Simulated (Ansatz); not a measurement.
System: C (model structure, P4₁2₁2, No. 92, 12 atoms in the cell). Method: r²SCAN+rVV10 in Ansatz (plane waves, PAW).

Run with plane-wave cutoff 560 eV, 14×14×14 k mesh, Fermi–Dirac smearing 0.05 eV, scalar-relativistic PAW data made under PBE.

Cell (relaxed at this level):

```cif
data_C12
_chemical_formula_sum 'C12'
_space_group_name_H-M_alt 'P41212'
_space_group_IT_number 92
_space_group_name_Hall 'P 4abw 2nw'
_cell_length_a 3.79337
_cell_length_b 3.79337
_cell_length_c 4.66608
_cell_angle_alpha 90.000
_cell_angle_beta 90.000
_cell_angle_gamma 90.000
loop_
_atom_site_label
_atom_site_type_symbol
_atom_site_symmetry_multiplicity
_atom_site_Wyckoff_symbol
_atom_site_fract_x
_atom_site_fract_y
_atom_site_fract_z
_atom_site_occupancy
C1 C 4 a 0.42392 0.42392 0.00000 1
C2 C 8 b 0.12109 0.33291 0.21673 1
```

**Question.** Give the computed band gap.

**Answer.** 
- band gap = 5.37 eV (on the SCF k mesh)

Note: the relaxation could raise the start's symmetry but not lower it, so the cell can be a saddle point.

It cost about 21 core-minutes (a rough figure) of CPU time.

A model structure was made by putting elements into a prototype or built by hand; it is no filed structure, need not be a known phase, and can be a saddle point held by its symmetry.

Ansatz is a quantum-chemistry and plane-wave program.
